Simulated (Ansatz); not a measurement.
Cells marked so need not be the phases stable at ambient conditions, and some may be hypothetical.

 Where the default PAW files enter, the runs use the earlier of Ansatz's two default sets.

The gap is the functional's own. No spin-orbit coupling. Mid-gap values are interpolated on the energy grid.

A. GaPO$_{4}$ (P3_121, not sure to be the ambient phase, 18 atoms a cell, 12.8 Å³ an atom), along the normal of (001)
B. LaGaO3 (R-3c, not sure to be the ambient phase, 10 atoms a cell, 12.2 Å³ an atom, -5 GPa at this level), along the normal of (101)
C. KRb₂ScF₆ (Fm-3m, not sure to be the ambient phase, 10 atoms a cell, 19.5 Å³ an atom, -2 GPa at this level), along the normal of (110)

Order them by mid-gap decay constant of the slowest evanescent state (highest first) at the level r2SCAN (Ansatz, a quantum-chemistry and plane-wave program).

C (0.55 1/Å), A (0.45 1/Å), B (0.38 1/Å)
